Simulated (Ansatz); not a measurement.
Worked example: self-consistent single point of Zn₂InCuS₄ (I-42m, 8 atoms in the cell) in Ansatz (a program for electronic structure).

Method: PBEsol, default PAW files made with PBE (plane waves; Ansatz).

```yaml
crystal:
  lattice:
    - [-2.78958, 2.78958, 5.58350]
    - [2.78958, -2.78958, 5.58350]
    - [2.78958, 2.78958, -5.58350]
  atoms:
    - { symbol: Zn, position: [0.75000, 0.25000, 0.50000] }
    - { symbol: Zn, position: [0.25000, 0.75000, 0.50000] }
    - { symbol: In, position: [0.50000, 0.50000, 0.00000] }
    - { symbol: Cu, position: [0.00000, 0.00000, 0.00000] }
    - { symbol: S, position: [0.36438, 0.36438, 0.47158] }
    - { symbol: S, position: [0.63562, 0.10720, 0.00000] }
    - { symbol: S, position: [0.89280, 0.89280, 0.52842] }
    - { symbol: S, position: [0.10720, 0.63562, 0.00000] }
```

Reference input (self-consistent single point, DFT, PBE0, plane waves, default PAW files made with PBE): basis.ecutwfc = 420 eV; kpoints.mp_grid.grid = 3 3 3; hamiltonian.xc = pbe0; hamiltonian.pseudopotentials = {kind: paw} (the program's default PAW files); scf.occupations.method = gaussian; scf.occupations.width = 0.01 eV. This run's input differs from it in these lines:

Ansatz 0.2 input:
```diff
@@ -19,3 +19,3 @@
 hamiltonian:
-  xc: pbe0
+  xc: pbesol
   pseudopotentials: { kind: paw }
```

Output (repeated stretches shortened):

```
SCF iter   1: F=—  HF=-22220.579229 eV  |F-HF|=—  |Δ(HF+E_count)|=         —  Δρ=6.81e-3  dr2=7.58e-2  ethr=1.77e-3  ⟨swp⟩=7.7  Hψ=1166  notcnv=0
all-band conjugate gradients solve this SCF's bands
preconditioner: auto → Resta (q_TF=auto, 2.397 Å⁻¹)
SCF iter   2: F=—  HF=-22220.568450 eV  |F-HF|=—  |Δ(HF+E_count)|=   1.08e-2  Δρ=5.17e-3  dr2=3.86e-2  ethr=9.47e-5  ⟨swp⟩=2.2  Hψ=602  notcnv=0  defer=17
   [... lines left out ...]
SCF iter   6: F=—  HF=-22220.559274 eV  |F-HF|=—  |Δ(HF+E_count)|=   5.46e-5  Δρ=8.15e-5  dr2=1.92e-5  ethr=4.13e-7  ⟨swp⟩=2.5  Hψ=408  notcnv=0  defer=17
SCF iter   7: F=—  HF=-22220.559252 eV  |F-HF|=—  |Δ(HF+E_count)|=   2.18e-5  Δρ=3.16e-5  dr2=1.40e-6  ethr=2.40e-8  ⟨swp⟩=2.0  Hψ=457  notcnv=0  defer=17
SCF iter   8: F=—  HF=-22220.559253 eV  |F-HF|=—  |Δ(HF+E_count)|=   1.67e-6  Δρ=1.16e-5  dr2=2.03e-7  ethr=1.75e-9  ⟨swp⟩=2.0  Hψ=453  notcnv=0  defer=17
SCF iter   9: F=-22220.559254 eV  HF=-22220.559254 eV  |F-HF|=1.50e-9  |Δ(HF+E_count)|=   9.80e-8  Δρ=1.94e-6  dr2=4.76e-9  ethr=1.25e-10  ⟨swp⟩=9.5  Hψ=1193  notcnv=0
SCF 1 converged in 9 iterations: F = -22220.559254 eV  dr2 = 4.76e-9
Free energy (F): -22220.559254 eV
Internal energy: -22220.559254 eV  (E = F + TS)
E sigma→0 (E₀):  -22220.559254 eV
Fermi energy:    6.538152 eV
--- Forces (eV/Å), atoms counted from 1 ---
  atom   1  Zn     0.00000000     0.00000000    -0.00000000
  atom   2  Zn     0.00000000    -0.00000000    -0.00000000
  atom   3  In     0.00000000    -0.00000000     0.00000000
  atom   4  Cu    -0.00000000     0.00000000     0.00000000
  atom   5  S      0.01272071     0.01272071    -0.06868907
  atom   6  S      0.01272071    -0.01272071     0.06868907
  atom   7  S     -0.01272071    -0.01272071    -0.06868907
  atom   8  S     -0.01272071     0.01272071     0.06868907
--- Stress (GPa, compression-positive) ---
       -5.455231       0.000000       0.000000
        0.000000      -5.455231       0.000000
        0.000000       0.000000      -5.409786
  P = ⅓ Tr σ = -5.4401 GPa (-54.401 kbar)
  The stress holds the Pulay correction. Without it, at fixed plane waves, as pw.x and ABINIT print it: P = -5.4835 GPa
```

The run converged in 9 iterations. 

The starting cell comes from a database of computed structures (which also holds hypothetical and non-ambient phases and stackings), without a prior relaxation at this level. Its lattice was rescaled by a random factor within 2.5 % of one. With a pressure of about -5 GPa the cell is away from its equilibrium volume at this level. Ansatz's pressure includes its estimate of the finite-basis (Pulay) stress.
